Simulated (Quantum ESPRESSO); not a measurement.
Worked example: self-consistent single point of Cu (I4/mmm, 1 atom in the cell) in Quantum ESPRESSO.

Level of theory: LDA (PZ), PSlibrary PAW (LDA) pseudopotentials (plane waves; Quantum ESPRESSO).

```
CELL_PARAMETERS angstrom
      1.45508    -1.45508     1.36632
      1.45508     1.45508     1.36632
     -1.45508    -1.45508     1.36632
ATOMIC_POSITIONS crystal
  Cu 0.00000 0.00000 0.00000
```

Reference input (self-consistent single point, DFT, LDA (PZ), plane waves, PSlibrary PAW (LDA) pseudopotentials): ecutwfc = 55 Ry; ecutrho = 330 Ry; occupations = smearing; smearing = gaussian; degauss = 0.0073499 Ry; potentials = {Cu: Cu.pz-dn-kjpaw_psl.1.0.0.UPF}; K_POINTS = automatic 14 14 14 0 0 0; conv_thr = 1e-10 Ry; mixing_beta = 0.7. This run's input differs from it in these lines:

```diff
@@ -18,3 +18,3 @@
    occupations = 'smearing'
-   smearing = 'gaussian'
+   smearing = 'methfessel-paxton'
    degauss = 0.0073499
@@ -30,3 +30,3 @@
 K_POINTS automatic
-14 14 14  0 0 0
+23 23 23  0 0 0
```

Output, abridged:

```
     file Cu.pz-dn-kjpaw_psl.1.0.0.UPF: wavefunction(s)  4S 3D renormalized
     G-vector sticks info
     --------------------
     sticks:   dense  smooth     PW     G-vecs:    dense   smooth      PW
     Sum         547     353    129                 7919     4281     919

     bravais-lattice index     =            7
     lattice parameter (alat)  =       5.4994  a.u.
   [... lines left out ...]
     1.0000   1.0000   1.0000   1.0000   1.0000  -0.0000  -0.0000  -0.0000
    -0.0000  -0.0000

          k =-0.2609 0.1739 0.7408 (   535 PWs)   bands (ev):

     8.3893   8.7757   9.0328  10.3453  10.8970  16.2835  18.1689  20.5956
    32.1747  34.8104

     occupation numbers
     1.0000   1.0000   1.0000   1.0000   1.0000  -0.0000  -0.0000  -0.0000
    -0.0000  -0.0000

          k =-0.3043 0.1739 0.7871 (   534 PWs)   bands (ev):

     8.3745   8.8022   8.9953  10.3839  10.8565  15.7113  18.8231  20.5561
    32.1579  35.8500

     occupation numbers
     1.0000   1.0000   1.0000   1.0000   1.0000  -0.0000  -0.0000  -0.0000
    -0.0000  -0.0000

   [... 322 blocks of this kind left out ...]

     the Fermi energy is    12.5291 ev

!    total energy              =    -207.97973203 Ry
     estimated scf accuracy    <          7.5E-11 Ry
     smearing contrib. (-TS)   =       0.00000557 Ry
     internal energy E=F+TS    =    -207.97973761 Ry

     The total energy is F=E-TS. E is the sum of the following terms:
     one-electron contribution =     -27.24046825 Ry
     hartree contribution      =      30.24569167 Ry
     xc contribution           =     -43.85358306 Ry
     ewald contribution        =     -81.76131762 Ry
     one-center paw contrib.   =     -85.37006035 Ry
      -> PAW hartree energy AE =      98.58888444 Ry
      -> PAW hartree energy PS =     -97.84165225 Ry
      -> PAW xc energy AE      =    -129.71686437 Ry
      -> PAW xc energy PS      =      43.59957182 Ry
      -> total E_H with PAW    =      30.99292387 Ry
      -> total E_XC with PAW   =    -129.97087560 Ry

     convergence has been achieved in   7 iterations

     Forces acting on atoms (cartesian axes, Ry/au):

     atom    1 type  1   force =     0.00000000    0.00000000    0.00000000

     Total force =     0.000000     Total SCF correction =     0.000000

          total   stress  (Ry/bohr**3)                   (kbar)     P=      -95.26
  -0.00063836   0.00000000   0.00000000          -93.91        0.00        0.00
   0.00000000  -0.00063836   0.00000000            0.00      -93.91        0.00
   0.00000000   0.00000000  -0.00066597            0.00        0.00      -97.97

   JOB DONE.
```

The run converged in 7 iterations. Against the reference run the free energy goes down by 7.2 meV/atom and the pressure stays near -9.53 GPa while the zz stress (positive for compression) goes from -10.14 to -9.80 GPa.

The starting cell comes from a database of computed structures (which also holds hypothetical and non-ambient phases and stackings), without a prior relaxation at this level. Its lattice was rescaled by up to half a per cent. Spin polarisation is off. With a pressure of about -10 GPa the cell is away from its equilibrium volume at this level.

Cost on one core of a shared machine: roughly 70 s.
